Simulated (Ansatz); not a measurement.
Given:

```xyz
4
Lattice="3.8743 0.0000 0.0000 0.0000 3.8743 0.0000 0.0000 0.0000 4.8796" Properties=species:S:1:pos:R:3 pbc="T T T"
Pb     1.9372     0.0000     3.6629
Pb     0.0000     1.9372     1.2168
O      1.9372     1.9372     0.0000
O      0.0000     0.0000     0.0000
```

No spin polarisation.

The values are results of PBEsol-D3(BJ), PAW, 420 eV (Ansatz, a quantum-chemistry and plane-wave program; no spin-orbit coupling), not measurements. k-mesh 8×8×7 (Γ-centred); smearing 0.05 eV (Fermi–Dirac).

Q: Predict the pressure (mean of the normal stresses, compression positive).

A: 2.15 GPa.

Q: What is the computed band gap?

A: 0.67 eV.

Q: What is the computed width of the top valence band?

A: 2.10 eV.

With Pb present, leaving out spin-orbit coupling can change the band edges. The cells carry an imposed strain or load. No phonon test of stability was made. The cell was made from PbO (space group P4/nmm, No. 129) by this change: biaxial strain −2.40 %, plane normal [001], relaxed out of plane.
